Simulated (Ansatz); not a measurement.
Base system: Ir in the fcc (Cu type) structure (space group Fm-3m, No. 225; a = 3.845 Å; relaxed with 0.1 eV smearing).

Method: Ansatz (a first-principles code), r2SCAN, PAW, cutoff 500 eV, without spin-orbit coupling.

For the base:

| Item | Value |
|---|---|
| Pressure | 0.0 GPa |

The change: an isotropic linear strain of +1.00 %, atoms relaxed at fixed cell.

### Question
What happens to the energy relative to the base?

### Answer
The energy grows by 14 meV/atom.

### Question
How does this affect the pressure?

### Answer
The pressure goes from zero to -10.4 GPa.

No phonon test of stability was made. All final runs are without spin polarisation.
